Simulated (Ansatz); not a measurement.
An Ansatz (an electronic-structure program) input (Ansatz PBEsol, scalar-relativistic without spin-orbit coupling):

Ansatz 0.2 input:
```yaml
crystal:
  lattice:
    - [-2.7717140296, 2.7717140296, 2.7717140296]
    - [2.7717140296, -2.7717140296, 2.7717140296]
    - [2.7717140296, 2.7717140296, -2.7717140296]
  atoms:
    - { symbol: Rb, position: [0, 0, 0] }
basis: { ecutwfc: 420, ecutrho_ratio: 4, xc_grid: 2, fft_grid_basis: typed }
kpoints: { mp_grid: { grid: [17, 17, 17] } }
hamiltonian:
  xc: pbesol
  dispersion: none
  pseudopotentials: { kind: paw }
scf: { occupations: { method: fermi_dirac, width: 0.1 }, convergence: { dr2_threshold: 0.0000000001 } }
relax: { f_tol: 0.005, max_steps: 50 }
output: { forces: true, stress: true }
checkpoint: { write: state.ck, write_every: 1000 }
```

Question: Which symmetry and how many k-points will the program report, and about how many plane waves at Γ?

Answer: Space group Im-3m (ITA 229) with 48 operations, k-points 165 of 4913, and 1601 plane waves at Γ.

The cells carry an imposed strain or load. Stability against distortions was not tested. The cell was made from Rb in the bcc (W type) structure (space group Im-3m, No. 229) by this change: isotropic strain −0.50 %.
